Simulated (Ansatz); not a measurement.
Base system: BeTe in the rock salt structure (space group Fm-3m, No. 225; a = 5.3019 Å; a hypothetical phase, not in the database extracts checked).

Computed with PBEsol (Ansatz, a first-principles code), spin-orbit coupling left out.

For the base:

```
Property   Result
--------  -------
Pressure  0.0 GPa
Band gap     zero
```

Now apply this change: the cell is scaled by 1.0249 in all directions, atoms relaxed at fixed cell.

What happens to the energy relative to the base?

The energy increases by 22 meV/atom.

What happens to the pressure?

The pressure goes from zero to -4.6 GPa.

Estimate the effect on the band gap.

The band gap stays zero.

The cells carry an imposed strain or load. Whether these cells are dynamically stable was not tested. All final runs are without spin polarisation.
